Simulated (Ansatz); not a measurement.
Start from TiS2 in the CdI2 type structure (space group P-3m1, No. 164; a = 3.2972 Å, c = 5.3370 Å; layered, stacked along the Cartesian z axis; relaxed with 0.1 eV smearing). Axes: x lies along a and z along c of the hexagonal cell.

Level of theory: PBEsol-D3(BJ), PAW, 420 eV (Ansatz, an electronic-structure program; spin-orbit coupling left out).

Strains are applied to the cell and any free atomic positions relax.

One change was made to it. Results:

The pressure (mean of the normal stresses, compression positive) goes from zero to -1.6 GPa; the largest internal atomic displacement is 0.022 Å.

**Question.** Name the change that was made.
(A) isotropic strain +3.98 %
(B) uniaxial strain ε_zz = +1.07 %
(C) isotropic strain +0.91 %

**Answer.** C, isotropic strain +0.91 %. For comparison, the pressure in the other runs: uniaxial strain ε_zz = +1.07 % gives -0.4 GPa; isotropic strain +3.98 % gives -5.4 GPa.

Whether these cells are dynamically stable was not tested. The final runs are not spin-polarised.
